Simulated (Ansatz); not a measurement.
Consider WSi$_{2}$ (space group I4/mmm, No. 139; a = 3.229 Å, c = 7.870 Å; relaxed with 0.1 eV smearing).

(Cell as relaxed with PBE.)

Levels (all Ansatz, an electronic-structure program, PAW): PBE (420 eV, no spin-orbit coupling); r2SCAN (500 eV, scalar-relativistic without spin-orbit coupling).

Each level relaxes its own structure.

```json
[
 {"base": "volume per atom", "PBE": "13.67 Å³", "r2SCAN": "13.42 Å³"},
 {"base": "lattice parameter a", "PBE": "3.229 Å", "r2SCAN": "3.211 Å"},
 {"base": "band gap", "PBE": "zero", "r2SCAN": "zero"}
]
```

Perturbation: every lattice vector is stretched by 2.24 %, atoms relaxed at fixed cell.

```csv
quantity,PBE,r2SCAN
"pressure (mean of the normal stresses, compression positive)",-12.5 GPa,(withheld)
band gap,zero,(withheld)
```

Task: Given the PBE results, estimate those of r2SCAN.

Result: 
- pressure (mean of the normal stresses, compression positive), r2SCAN: -13.4 GPa
- band gap, r2SCAN: zero

PBE's pressure lies 0.95 GPa above r2SCAN's; the two agree on the band gap. Neither level is exact; r2SCAN is the comparison here, not a measurement.

The cells carry an imposed strain or load. Whether these cells are dynamically stable was not tested. All final runs are without spin polarisation.
